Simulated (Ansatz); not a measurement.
Start from SnO in the litharge type structure (space group P4/nmm, No. 129; layered, stacked along the Cartesian z axis).

```
SnO
1.0
    3.83710     0.00000     0.00000
    0.00000     3.83710     0.00000
    0.00000     0.00000     4.75861
Sn O
2 2
Cartesian
  1.91855   0.00000   1.15843
  0.00000   1.91855   3.60018
  0.00000   0.00000   0.00000
  1.91855   1.91855   0.00000
```

Computed with PBE-D3(BJ), PAW, 420 eV (Ansatz, a first-principles code; without spin-orbit coupling).

```csv
level,band gap
PBE-D3(BJ),zero
```

**Question.** What does experiment give, and how far off is each level?

**Answer.** Measured: band gap 0.7 eV (temperature not stated; as listed in David Waroquiers et al., Physical Review B (2013)). Computed minus measured — band gap: PBE-D3(BJ) -0.70 eV. Measured values not marked as corrected hold thermal and zero-point effects that the static-lattice runs lack. A measured gap can be an optical one, lowered by exciton binding. Levels without spin-orbit coupling miss its effect on the gap.

Whether these cells are dynamically stable was not tested. All final runs are without spin polarisation. The zero or small gap of SnO can change with the level of theory.
